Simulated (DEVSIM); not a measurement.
Structure: Ti/SiO2/p-Si capacitor, at 300 K.

```
layer (left to right)  material  thickness (nm)  Na (cm⁻³)
---------------------  --------  --------------  ---------
1                          SiO2            52.0          -
2                            Si            3600     2.5e16
```

Metal gate on the left, work function 4.33 eV. Fixed charge at the semiconductor interface -1.5e10 cm⁻² (in units of +e); no interface traps.

The device is made up for the run: typed textbook-type constants, with dimensions and the other settings drawn at random. Values at 300 K.

```
parameter      SiO2       Si
-------------  ----  -------
gap (eV)          9    1.124
affinity (eV)   0.9     4.05
permittivity    3.9     11.7
Nc (cm⁻³)         -  2.86e19
Nv (cm⁻³)         -   3.1e19
```

DEVSIM, 1D Poisson equation in equilibrium, Boltzmann statistics, complete ionisation; no quantum confinement or tunnelling. Metal contacts follow the ideal Schottky-Mott rule: no Fermi-level pinning, no interface dipoles.

Task: Give the band bending (positive: bands bend down) and minority sheet density.

Result: 
```tsv
Vg (V)	ψs (V)	minority carriers (cm⁻²)
-4.4	-0.145	< 1e8
-3.8	-0.136	< 1e8
-3.2	-0.126	< 1e8
-2.6	-0.112	< 1e8
-2	-0.094	< 1e8
-1.4	-0.068	< 1e8
-0.8	-0.022	< 1e8
-0.2	0.086	< 1e8
0.4	0.302	< 1e8
1	0.592	< 1e8
1.6	0.817	7.8e10
2.2	0.857	3.0e11
2.8	0.877	5.4e11
3.4	0.890	7.8e11
4	0.901	1.0e12
4.6	0.909	1.3e12
5.2	0.916	1.5e12
```
